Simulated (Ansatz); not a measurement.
Consider TiAl3 (space group I4/mmm, No. 139; a = 3.846 Å, c = 8.619 Å).

All numbers come from PBE (Ansatz, a program for electronic structure, PAW, no spin-orbit coupling), earlier PAW set.

One change was made to it. Results:

The lattice parameter a shrinks by 0.139 Å (3.846 Å → 3.707 Å); the c/a ratio drops by 0.006, from 2.241 to 2.235.

Question: Which change produced these results?
(A) pressure 4.5 GPa
(B) pressure 15 GPa
(C) pressure 0.9 GPa
(D) pressure −1 GPa

Answer: B, pressure 15 GPa. For comparison, the lattice parameter a in the other runs: pressure 4.5 GPa gives 3.797 Å; pressure 0.9 GPa gives 3.835 Å; pressure −1 GPa gives 3.858 Å.

Load acts through the strain it causes; cell and atoms are relaxed under it. Whether these cells are dynamically stable was not tested. No other phases were tried under pressure. All final runs are without spin polarisation.
